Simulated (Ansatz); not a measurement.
C3N monolayer, on its own PBE lattice.

```yaml
crystal:
  lattice:
    - [4.85747, 0.00000, 0.00000]
    - [-2.42873, 4.20669, 0.00000]
    - [0.00000, 0.00000, 18.00000]
  atoms:
    - { symbol: C, position: [0.33334, 0.16667, 0.50000] }
    - { symbol: C, position: [0.16667, 0.33334, 0.50000] }
    - { symbol: C, position: [0.83333, 0.16667, 0.50000] }
    - { symbol: C, position: [0.66666, 0.83333, 0.50000] }
    - { symbol: C, position: [0.83333, 0.66666, 0.50000] }
    - { symbol: C, position: [0.16667, 0.83333, 0.50000] }
    - { symbol: N, position: [0.33333, 0.66667, 0.50000] }
    - { symbol: N, position: [0.66667, 0.33333, 0.50000] }
```

Levels used, each named beside its values: PBE+D3(BJ) (plane waves to 420 eV, PAW; Ansatz, an electronic-structure program); r2SCAN (plane waves to 500 eV, PAW; Ansatz); HSE06 (plane waves to 420 eV, PAW; Ansatz). Geometries and values that name no level are of the first. Spin–orbit coupling is left out; PBE gaps are too small against experiment. Its k-point mesh 9×9×1, Fermi–Dirac width 0.01 eV. HSE06 ran on meshes of its own (6×6×1); its edges and gaps are taken over the mesh and over extra points off it, mostly where PBE has its edges.

All levels ran on one geometry.

| level | mesh | gap (eV) |
|---|---|---|
| PBE | 9×9×1 | 0.40 |
| r2SCAN | 9×9×1 | 0.54 |
| HSE06 | 6×6×1 | [?] |

Question: What belongs in the gaps?

Answer: 
- HSE06, gap (eV): 1.04
